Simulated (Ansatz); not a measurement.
## Effect of isotropic strain −2.40 % on WS2

Base system: WS₂ (space group P6_3/mmc, No. 194; a = 3.154 Å, c = 12.141 Å; layered, stacked along the Cartesian z axis).

Perturbation: the cell is scaled by 0.9760 in all directions; the atoms relax in the strained cell.

Method: PBE-D3(BJ) in Ansatz (plane waves to 420 eV, PAW, without spin-orbit coupling). k-mesh 12×12×3 (Γ-centred); smearing 0.05 eV (Fermi–Dirac).

The volume per atom decreases by 1.225 Å³ to 16.21 Å³ and the space group remains P6_3/mmc (No. 194). The shortest interatomic distance falls by 0.018 Å (2.407 Å → 2.389 Å) and the energy goes up by 24 meV/atom. The pressure (mean of the normal stresses, compression positive) goes from zero to 6.80 GPa and the band gap drops by 0.166 eV (0.88 eV → 0.72 eV). The smallest direct gap increases by 0.22 eV (1.83 eV → 2.05 eV) and the width of the top valence band rises by 0.09 eV to 1.97 eV. The electron mass is 0.36 mₑ along c, 0.44 mₑ across (off the special points) and the hole mass becomes 0.85 mₑ along c, 0.54 mₑ across (at Γ) (base: 0.88 mₑ along c, 0.55 mₑ across (at Γ)). The valence-band top at Γ (three highest levels, from the VBM) goes from 0.00, -1.30, -1.42 eV to 0.00, -1.30, -1.67 eV.

Final structure:

```
WS2
1.0
    3.07843     0.00000     0.00000
   -1.53922     2.66600     0.00000
    0.00000     0.00000    11.84945
W S
2 4
Direct
  0.66667   0.33333   0.75000
  0.33333   0.66667   0.25000
  0.66667   0.33333   0.38473
  0.33333   0.66667   0.88473
  0.33333   0.66667   0.61527
  0.66667   0.33333   0.11527
```

With W present, leaving out spin-orbit coupling can change the band edges. Effective masses come from finite differences of ±0.01 Å⁻¹. No phonon test of stability was made.

Ansatz is a quantum-chemistry and plane-wave program.
